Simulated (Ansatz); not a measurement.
Here is the system:

End structure of a constructed model of the (111)A surface of zinc-blende InSb (in the relaxation 1 Sb–Sb bonds broke), In-terminated, 2x2 Sb adatom at T4 (bottom of the slab: 3 H on 4 bottom sites):

```xyz
36
Lattice="9.3868 0.0000 0.0000 -4.6934 8.1292 0.0000 0.0000 0.0000 32.5000" Properties=species:S:1:pos:R:3 pbc="T T T"
Sb     0.0492    -0.0347    10.1728
Sb     4.6556    -0.0219    10.1988
Sb    -2.3521     4.1246    10.1728
Sb     2.3484     4.0656     9.4776
In     2.3419     1.5950    10.8947
In     7.0560     1.3640    10.9020
In     0.2056     5.2952    10.8947
In     4.4762     5.2941    10.9257
Sb     2.3467     1.3549    13.7739
Sb     7.0401     1.3549    13.7739
Sb     0.0000     5.4195    13.7739
Sb     4.6934     5.4195    13.7739
In     0.0000     2.7097    14.7320
In     4.6934     2.7097    14.7320
In    -2.3467     6.7744    14.7320
In     2.3467     6.7744    14.7320
Sb     0.0016     2.7107    17.6515
Sb     4.6951     2.8174    17.6010
Sb    -2.4442     6.7181    17.5973
Sb     2.4408     6.7220    17.6010
In    -0.0049     0.0521    18.7419
In     4.6913    -0.0012    17.9647
In    -2.3040     4.0344    18.7419
In     2.3066     4.0415    18.7408
Sb     0.0026     0.1320    21.7024
Sb     4.6953     0.0011    20.7220
Sb    -2.2312     4.0009    21.7024
Sb     2.2316     3.9981    21.7023
In     2.7370     1.1322    22.4898
In     6.6548     1.1324    22.4872
In     0.0023     5.8689    22.4898
In     4.6928     5.4191    21.8481
H     -0.0216     0.0423     8.4561
H      4.7213     0.0161     8.4813
H     -2.3209     4.0247     8.4561
Sb     4.6959     0.0014    24.4655
```

Model: 36-atom slab, 16.1 Å thick at the start with caps and adatoms, 3x3x1 mesh, Fermi-Dirac 0.025 eV, dipole correction, 8 atoms held, the rest relaxed; symmetry of the start imposed; no spin (no spin-polarised run to compare, though such a face may carry moments), no spin-orbit, no U. The slab shows no gap over 0.04 eV on its mesh. In PBE it lies 0.02 eV a 1x1 cell over the lowest computed structure of the same composition (2x2 Sb adatom at H3).

**Question.** Give the work function of the top face at the level PBE (Ansatz, a quantum-chemistry and plane-wave program).

**Answer.** 4.46 eV
